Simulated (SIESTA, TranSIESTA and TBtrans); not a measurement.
Run with TranSIESTA and TBtrans (open boundaries, self-consistent; PseudoDojo norm-conserving potentials, scalar-relativistic): Spin polarized, PAO.BasisSize DZP, PAO.EnergyShift 0.15 eV, XC.Authors PBE, Mesh.Cutoff 200 Ry, ElectronicTemperature 300 K, TS.Voltage 0.0 eV, TBT.Elecs.Eta 0.001 eV.

Junction: Fe chain with one Ge atom in place of Fe. Leads: straight Fe chain, spacing 2.137 Å. Geometry: 3 atoms about the centre moved by SIESTA (PBE, DZP) to a largest force of 0.01 eV/Å, all others as built, motion along the axis alone. Transport runs along z; the first 6 and the last 6 of the 21 atoms are the lead cells, repeated to infinity.

```xyz
21
Lattice="9.000 0.000 0.000 0.000 9.000 0.000 0.000 0.000 45.140" Properties=species:S:1:pos:R:3 pbc="F F T"
Fe     4.500     4.500     0.000
Fe     4.500     4.500     2.137
Fe     4.500     4.500     4.274
Fe     4.500     4.500     6.411
Fe     4.500     4.500     8.548
Fe     4.500     4.500    10.685
Fe     4.500     4.500    12.822
Fe     4.500     4.500    14.959
Fe     4.500     4.500    17.096
Fe     4.500     4.500    19.221
Ge     4.500     4.500    21.502
Fe     4.500     4.500    23.782
Fe     4.500     4.500    25.907
Fe     4.500     4.500    28.044
Fe     4.500     4.500    30.181
Fe     4.500     4.500    32.318
Fe     4.500     4.500    34.455
Fe     4.500     4.500    36.592
Fe     4.500     4.500    38.729
Fe     4.500     4.500    40.866
Fe     4.500     4.500    43.003
```
Starting moments (μB): atom 7 +3.2, atom 8 +3.2, atom 9 +3.2, atom 10 +3.2, atom 12 +3.2, atom 13 +3.2, atom 14 +3.2, atom 15 +3.2; lead atoms +3.2 (left) and +3.2 (right).

Predict: conductance at 300 K (G0 = 2e²/h); thermopower (μV/K); mean T from −0.5 to 0.5 eV; spin polarisation of the conductance, (up − down)/(up + down).

conductance at 300 K (G0 = 2e²/h): 1.43; thermopower (μV/K): 2.6; mean T from −0.5 to 0.5 eV: 1.48; spin polarisation of the conductance, (up − down)/(up + down): -0.42. The magnetic order of the leads was set by the start, and no other order was tried; the separate lead runs end at 3.32 (left) and 3.32 (right) μB an atom. The straight chain is held at its spacing; free chains may zigzag or dimerise.
